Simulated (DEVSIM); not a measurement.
Device: In0.52Al0.48As/In0.53Ga0.47As n-p heterojunction, at 300 K.

```csv
layer (left to right),material,thickness (μm),Nd (cm⁻³),Na (cm⁻³),τn (s),τp (s)
1,In0.52Al0.48As,0.0180,3.8e16,-,8.4e-10,8.4e-10
2,In0.53Ga0.47As,3.30,-,5.8e15,8.4e-10,8.4e-10
```

Left contact: ohmic. Right contact: ohmic. Voltage is applied to the left contact. Recombination: SRH at mid-gap, Auger. Mobility is constant in doping.

This is a model device: material constants are rounded textbook-type values typed into the input, and sizes, dopings and lifetimes were drawn at random. Values at 300 K.

```
parameter      In0.52Al0.48As  In0.53Ga0.47As
-------------  --------------  --------------
gap (eV)                 1.45            0.74
affinity (eV)               4            4.51
permittivity             12.5            13.9
Nc (cm⁻³)              5.1e17          2.1e17
Nv (cm⁻³)              1.1e19          7.7e18
μn (cm²/Vs)              4000           12000
μp (cm²/Vs)                75             300
Cn (cm⁶/s)              1e-30           5e-29
Cp (cm⁶/s)              1e-30           5e-29
```

Model (solved in DEVSIM): 1D drift-diffusion, Boltzmann statistics, complete ionisation; no tunnelling, impact ionisation, image-force lowering or self-heating. Band offsets follow the typed affinities; no thermionic-emission limit at abrupt steps, no polarisation charge.

Task: Give the dark forward current.

Result: 
(V (V), J (A/cm²)): (-0.05, -0.00080); (-0.10, -0.0034); (-0.15, -0.014); (-0.20, -0.066); (-0.25, -0.35); (-0.30, -1.6); (-0.35, -5.7); (-0.40, -16); (-0.45, -37); (-0.50, -82); (-0.55, -170); (-0.60, -340); (-0.65, -630); (-0.70, -1100); (-0.75, -1900); (-0.80, -3100)
